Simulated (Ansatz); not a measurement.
The reference is Mg in the hcp (Mg type) structure (space group P6_3/mmc, No. 194; a = 3.175 Å, c = 5.163 Å; relaxed with 0.1 eV smearing). Axes: x lies along a and z along c of the hexagonal cell.

Method: PBEsol (Ansatz, a first-principles code), no SOC.

For the base:

The pressure is 0.0 GPa.

Perturbation: the cell is compressed by 2.50 % along z with no lateral relaxation; the atoms relax in the strained cell.

Task: What happens to the pressure?

Result: The pressure (mean of the normal stresses, compression positive) goes from zero to 1.0 GPa.

No phonon test of stability was made.
